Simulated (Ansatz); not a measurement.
**GeSb2Te4 (R3m, No. 160, 7 atoms in the cell; start mp-1224350)**

All values below come from PBE in Ansatz (PAW).

Run with plane-wave cutoff 520 eV, 10×10×10 k mesh, Fermi–Dirac smearing 0.01 eV, scalar-relativistic PAW data made under PBE.

Cell (relaxed at this level):

```cif
data_GeSb2Te4
_chemical_formula_sum 'Ge1 Sb2 Te4'
_space_group_name_H-M_alt 'P 1'
_space_group_IT_number 1
_cell_length_a 14.34397
_cell_length_b 14.34397
_cell_length_c 14.34397
_cell_angle_alpha 17.233
_cell_angle_beta 17.233
_cell_angle_gamma 17.233
loop_
_space_group_symop_operation_xyz
  'x, y, z'
loop_
_atom_site_label
_atom_site_type_symbol
_atom_site_fract_x
_atom_site_fract_y
_atom_site_fract_z
_atom_site_occupancy
Ge1 Ge 0.42876 0.42876 0.42876 1
Sb1 Sb 0.57408 0.57408 0.57408 1
Sb2 Sb 0.00232 0.00232 0.00232 1
Te1 Te 0.12867 0.12867 0.12867 1
Te2 Te 0.86704 0.86704 0.86704 1
Te3 Te 0.28904 0.28904 0.28904 1
Te4 Te 0.71014 0.71014 0.71014 1
```

```json
{
 "band_gap": "0.34 eV (on the SCF k mesh)",
 "direct gap at Γ": "0.53 eV",
 "bulk_modulus": "17.8 GPa"
}
```

Note: the relaxation could not lower the start's symmetry, so the cell can be a saddle point above a distorted one; the bulk modulus is −V dP/dV from two relaxed cells at ±2 % in volume.

Spin–orbit coupling is not included; with these elements it can move the gap by several tenths of an eV or more.

Static lattice: no zero-point or thermal effects.

Cost on a shared machine: roughly 30 core-minutes.

A start named mp-… is a Materials Project structure, which need not be a measured phase.

Ansatz is an electronic-structure program.
